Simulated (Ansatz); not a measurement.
Given:

```
NiO
1.0
    2.85710     0.00000     0.00000
    0.00000     4.04055     0.00000
    1.42855     2.02027     1.53326
O Ni
1 1
Direct
  0.00000   0.00000   0.00000
  0.00000   0.50000   0.00000
```

Spin-polarised, with starting moments of sign O+ Ni+.

Method: r2SCAN (Ansatz, an electronic-structure program, PAW, no SOC), earlier PAW set. k-mesh 13×13×13 (Γ-centred); smearing 0.05 eV (Fermi–Dirac).

Question: Predict the band gap and in-plane stress.

Answer: The band gap is 0.51 eV and the mean in-plane stress (compression positive) is +14.0 GPa.

The cells carry an imposed strain or load. Stability against distortions was not tested. No Hubbard U is applied and the magnetic state is the run's own (NiO ferromagnetic); small cells can't hold the antiferromagnetic order that many such compounds have, so gaps and moments can be off. A gap here joins edges of opposite spin (a spin-flip gap). The cell was made from NiO in the rock salt structure (space group Fm-3m, No. 225; ferromagnetic) by this change: biaxial strain −3.58 %, plane normal [110], relaxed out of plane. In its common phase, real NiO is an antiferromagnetic insulator at low temperature.
